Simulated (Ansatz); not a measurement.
Effect of isotropic strain −2.00 % on Ta

Start from Ta in the bcc (W type) structure (space group Im-3m, No. 229; a = 3.2823 Å; relaxed with 0.1 eV smearing).

It is then changed as follows: the cell is scaled by 0.9800 in all directions, atoms relaxed at fixed cell.

Calculations: Ansatz (an electronic-structure program), PBEsol, PAW, cutoff 420 eV, scalar-relativistic without spin-orbit coupling. Γ-centred 28×28×28 mesh, Fermi–Dirac width 0.1 eV.

The volume per atom drops by 1.04 Å³ to 16.64 Å³ and the shortest interatomic distance decreases by 5.7 pm to 278.6 pm. The energy increases by 43 meV/atom and the band gap is still zero.

Whether these cells are dynamically stable was not tested. All final runs are without spin polarisation.
